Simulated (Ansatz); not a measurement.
BeH2 (Ibam, No. 72) was calculated with LDA in Ansatz (PAW).

Settings: plane-wave cutoff 500 eV, 12×12×12 k mesh, gaussian smearing 0.02 eV, scalar-relativistic PAW data made under PBE.

Cell (relaxed at this level):

```xyz
18
Lattice="-1.9570 4.3167 3.7170 1.9570 -4.3167 3.7170 1.9570 4.3167 -3.7170" Properties=species:S:1:pos:R:3 pbc="T T T"
Be     1.9570     0.0000     1.8585
Be     0.0000     4.3167     1.8585
Be     2.4296     1.4515     0.0000
Be    -0.4726     2.8652     3.7170
Be     0.4726     2.8652     0.0000
Be     1.4844     1.4515     3.7170
H      0.9663     3.5434     1.1506
H      0.9906     0.7733     2.5663
H      0.9906     0.7733     4.8676
H      0.9663     3.5434    -1.1506
H      0.9663     5.0899     2.5663
H      0.9906    -0.7733     1.1506
H     -0.9663     3.5434     2.5663
H      2.9233     0.7733     1.1506
H      0.9544     5.8539     0.0000
H      1.0026    -1.5372     3.7170
H      0.9544     2.7795     3.7170
H      1.0026     1.5372     0.0000
```

Question: Estimate the band gap that the calculation returns.

Answer: 
band gap: 4.70 eV (on the SCF k mesh)

Note: the relaxation could not lower the start's symmetry, so the cell can be a saddle point above a distorted one; the volume lies 14 % below that of the published cell.

Ansatz is a program for electronic structure.
